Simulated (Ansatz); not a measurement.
Results of r²SCAN+rVV10 in Ansatz (PAW) for fluorite HfO2 (high-temperature phase).

Settings: plane-wave cutoff 560 eV, 12×12×12 k mesh, Fermi–Dirac smearing 0.01 eV, scalar-relativistic PAW data made under PBE.

Cell (relaxed at this level):

```cif
data_Hf4O8
_chemical_formula_sum 'Hf4 O8'
_space_group_name_H-M_alt 'Fm-3m'
_space_group_IT_number 225
_space_group_name_Hall '-F 4 2 3'
_cell_length_a 5.04684
_cell_length_b 5.04684
_cell_length_c 5.04684
_cell_angle_alpha 90.000
_cell_angle_beta 90.000
_cell_angle_gamma 90.000
loop_
_atom_site_label
_atom_site_type_symbol
_atom_site_symmetry_multiplicity
_atom_site_Wyckoff_symbol
_atom_site_fract_x
_atom_site_fract_y
_atom_site_fract_z
_atom_site_occupancy
Hf1 Hf 4 a 0.00000 0.00000 0.00000 1
O1 O 8 c 0.25000 0.25000 0.25000 1
```
(The calculation used a cell of 3 atoms; values per cell refer to that cell.)

Question: Give the computed bulk modulus, band gap, Γ–Γ gap and pressure derivative B′ of the bulk modulus.

Answer: 
* **bulk modulus**: 276 GPa
* **band gap**: 4.28 eV
* **Γ–Γ gap**: 5.07 eV
* **pressure derivative B′ of the bulk modulus**: 4.2

Measured, for comparison: bulk modulus 242 ± 16 GPa (room temperature, no zero-point or thermal correction, nanocrystalline cubic HfO2, second-order Birch-Murnaghan; as tabulated in High-pressure structural stability, equation of state, and thermal expansion …). Computed (rounded) less measured: bulk modulus +14 %.

Note: symmetry holds this phase in the static calculation, where it need not be a minimum; held by symmetry at 0 K, a high-temperature phase can be a saddle point.

Spin–orbit coupling is not included.

The result took very roughly 2.6 core-minutes.

Ansatz is an electronic-structure program.
